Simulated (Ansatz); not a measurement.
**BaZrO3: stress against strain**

BaZrO3 (cubic perovskite, Pm-3m, 14.614 Å³/atom at rest) under an equal strain ε in the (001) plane with the normal axis free, as in a coherent film. PBEsol in Ansatz, a plane-wave DFT program (PAW, default set), 420 eV, 8×8×8 Γ-centred mesh, Fermi-Dirac smearing 0.05 eV; ions are relaxed within the symmetry of each cell. Stress is positive for a compressed cell.

Here s stands for strain and y for stress xx.

| strain (%) | stress xx (GPa) |
|---|---|
| -1.20 | 4.66 |
| -0.60 | 2.25 |
| 0.00 | -0.01 |
| 0.60 | -2.12 |
| 1.20 | -4.09 |
| 3.00 | ? |

Q: Fit y against s with a straight line, and predict the withheld value at s = 3.00.

A: Means: s 0, y 0.138. About the means, the sum of products is -13.122 and the sum of squares of s is 3.6000; the slope is their ratio. Least squares gives y = 0.138 - 3.6450·s. Residuals (row less fit): 0.148, -0.075, -0.148, -0.071, 0.146; standard error 0.159 (degrees of freedom: 3). The slope gives the biaxial elastic modulus of this plane = 364 ± 8 GPa. At the withheld row, y = 0.138 - 3.6450 × 3.0 = -10.797 GPa. The calculation gives -9.29 GPa, 1.507 GPa above the prediction (10.8 % of the range of y in the table). The row lies outside the fitted rows, so this is an extrapolation. From the scatter of the fitted rows alone, a prediction at this place has a standard error of 0.306 GPa, so the miss is 4.9 times that.

One order more, fitted to all 11 runs of the series, follows each within 0.05, so the miss is the next term of a smooth law. The primitive cell can neither tilt nor turn polar against its symmetry, as such crystals can under strain. Rows are the converged runs of the series near zero and its far end; series whose fitted rows scatter by over a few per cent of the range, as at a crossing or softening among them, aren't shown in this form. Most that stay on the fit to the last digits aren't either.
